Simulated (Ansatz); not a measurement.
The starting structures come from a database of crystals and need not be the phases stable at ambient conditions.

By PBEsol, the system below comes out a metal.

Input:

```xyz
8
Lattice="3.2939 0.0000 0.0000 0.0000 5.6727 0.0000 0.0000 0.0000 6.4575" Properties=species:S:1:pos:R:3 pbc="T T T"
Ge     0.8235     4.5850     2.8182
Ge     2.4704     1.0877     3.6393
Ge     2.4704     3.9240     6.0470
Ge     0.8235     1.7487     0.4105
Rh     0.8235     5.6468     5.1442
Rh     2.4704     0.0259     1.3133
Rh     2.4704     2.8622     1.9154
Rh     0.8235     2.8105     4.5421
```

The cell is taken as given; by PBEsol it stands under a pressure of -2.8 GPa.

The current flows along the normal of the first two printed cell vectors. No spin-orbit coupling; the value is a mean over 0.1 eV about the Fermi level.

Predict the ballistic conductance per area from Ansatz (a program for electronic structure) with PBEsol.

0.40 × 10¹⁵ S/m² for both spins.
